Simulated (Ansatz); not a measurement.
Pressure series in MoS2

Consider MoS₂ in the 3R-MoS2 type structure (space group R3m, No. 160; layered, stacked along the Cartesian z axis).

```yaml
crystal:
  lattice:
    - [1.58761, 0.91661, 6.19494]
    - [-1.58761, 0.91661, 6.19494]
    - [0.00000, -1.83321, 6.19494]
  atoms:
    - { symbol: Mo, position: [0.00000, 0.00000, 0.00000] }
    - { symbol: S, position: [0.75030, 0.75030, 0.75030] }
    - { symbol: S, position: [0.58300, 0.58300, 0.58300] }
```

Cell and atoms are relaxed at each pressure.

Calculations: plane-wave PAW DFT at the r2SCAN+rVV10 level (Ansatz, a quantum-chemistry and plane-wave program, 500 eV), scalar-relativistic without spin-orbit coupling.

```json
[
 {"variant": "base", "volume per atom": "18.03 Å³", "c/a ratio": "5.853", "band gap": "1.02 eV"},
 {"variant": "pressure −1 GPa", "volume per atom": "18.64 Å³", "c/a ratio": "6.004", "band gap": "1.10 eV"},
 {"variant": "pressure 3 GPa", "volume per atom": "17.05 Å³", "c/a ratio": "5.650", "band gap": "0.80 eV"},
 {"variant": "pressure 7 GPa", "volume per atom": "16.26 Å³", "c/a ratio": "5.523", "band gap": "___"},
 {"variant": "pressure 15 GPa", "volume per atom": "15.23 Å³", "c/a ratio": "5.400", "band gap": "0.33 eV"},
 {"variant": "pressure 30 GPa", "volume per atom": "13.97 Å³", "c/a ratio": "___", "band gap": "zero"},
 {"variant": "pressure 50 GPa", "volume per atom": "12.85 Å³", "c/a ratio": "___", "band gap": "zero"},
 {"variant": "pressure 75 GPa", "volume per atom": "11.88 Å³", "c/a ratio": "5.258", "band gap": "zero"},
 {"variant": "pressure 100 GPa", "volume per atom": "11.15 Å³", "c/a ratio": "5.293", "band gap": "zero"}
]
```

**Question.** Complete the table.

**Answer.** 
- pressure 7 GPa, band gap: 0.61 eV
- pressure 30 GPa, c/a ratio: 5.301
- pressure 50 GPa, c/a ratio: 5.252

A case with no gap was solved on a k-mesh chosen for an insulator, which is coarse for it. Load acts through the strain it causes; cell and atoms are relaxed under it. No phonon test of stability was made. Competing high-pressure phases were not computed. All final runs are without spin polarisation. A zero or small gap of MoS2 under pressure 30 GPa and MoS2 under pressure 50 GPa can be the functional's error rather than a property of the material.
